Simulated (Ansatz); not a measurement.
Consider a 32-atom cell of Ni(Si,Ge) started in the MnP type structure, site fractions Si 0.750, Ge 0.250, short-range order 0.00 among the nearest mixed sites of the first mixed sublattice (0 is random, a negative value favours unlike neighbours), space group P1 at the end. Its start:

```yaml
crystal:
  lattice:
    - [-5.22193, -0.00009, -5.66777]
    - [5.22224, -0.00094, -5.66806]
    - [5.22263, -6.78156, -0.00076]
  atoms:
    - { symbol: Si, position: [0.85884, 0.55347, 0.12318] }
    - { symbol: Si, position: [0.61531, 0.80852, 0.62304] }
    - { symbol: Si, position: [0.11304, 0.31084, 0.62516] }
    - { symbol: Ge, position: [0.36342, 0.04464, 0.12710] }
    - { symbol: Ge, position: [0.38900, 0.20495, 0.37651] }
    - { symbol: Si, position: [0.13413, 0.44363, 0.87535] }
    - { symbol: Si, position: [0.63667, 0.93917, 0.87571] }
    - { symbol: Si, position: [0.89169, 0.69274, 0.37442] }
    - { symbol: Ge, position: [0.29910, 0.60871, 0.37585] }
    - { symbol: Si, position: [0.05957, 0.86294, 0.87261] }
    - { symbol: Si, position: [0.55876, 0.36499, 0.87706] }
    - { symbol: Si, position: [0.79810, 0.11365, 0.37351] }
    - { symbol: Ge, position: [0.95248, 0.13999, 0.12785] }
    - { symbol: Si, position: [0.69506, 0.38153, 0.62765] }
    - { symbol: Si, position: [0.18540, 0.88933, 0.62209] }
    - { symbol: Si, position: [0.44995, 0.64004, 0.12324] }
    - { symbol: Ni, position: [0.08415, 0.22880, 0.38516] }
    - { symbol: Ni, position: [0.82888, 0.48681, 0.86253] }
    - { symbol: Ni, position: [0.33336, 0.97348, 0.86734] }
    - { symbol: Ni, position: [0.59959, 0.71440, 0.38625] }
    - { symbol: Ni, position: [0.15515, 0.53260, 0.10987] }
    - { symbol: Ni, position: [0.91311, 0.77580, 0.62271] }
    - { symbol: Ni, position: [0.42303, 0.26490, 0.64502] }
    - { symbol: Ni, position: [0.66334, 0.02333, 0.12220] }
    - { symbol: Ni, position: [0.96542, 0.83679, 0.11332] }
    - { symbol: Ni, position: [0.73541, 0.08067, 0.63385] }
    - { symbol: Ni, position: [0.22491, 0.58168, 0.63672] }
    - { symbol: Ni, position: [0.47605, 0.34703, 0.11487] }
    - { symbol: Ni, position: [0.27990, 0.90448, 0.39222] }
    - { symbol: Ni, position: [0.01985, 0.16816, 0.86397] }
    - { symbol: Ni, position: [0.52103, 0.66857, 0.86668] }
    - { symbol: Ni, position: [0.77630, 0.41337, 0.37697] }
```

The mixing enthalpy is taken against the end members in the MnP type type (which need not be the stable form of every end member), relaxed in the same cell and mesh.

The numbers are results of PBE (plane waves to 420 eV, PAW; Ansatz, an electronic-structure program), not measurements. Spin–orbit coupling is left out; the runs are not spin-polarised. Its k-point mesh 5×5×5, Fermi–Dirac width 0.05 eV.

```json
[
 {"end member": "NiSi", "weight": "0.750", "volume per atom (Å³)": "12.21"},
 {"end member": "NiGe", "weight": "0.250", "volume per atom (Å³)": "13.74"}
]
```

Task: Predict the alloy's volume, bond lengths and mixing enthalpy.

Result: 
```
Item                                                                                                    Value
----------------------------------------------------------  -------------------------------------------------
volume per atom                                                                                      12.60 Å³
Ni–Si bonds (within 1.22 times the sum of covalent radii)        2.364 Å on average, from 2.277 to 2.458 (72)
Ge–Ni bonds (within 1.22 times the sum of covalent radii)        2.425 Å on average, from 2.331 to 2.510 (24)
mixing enthalpy per site of the mixed sublattice                                                       15 meV
departure of the mean lattice parameter from Vegard's line  under 0.15 %, inside the noise of the relaxations
```
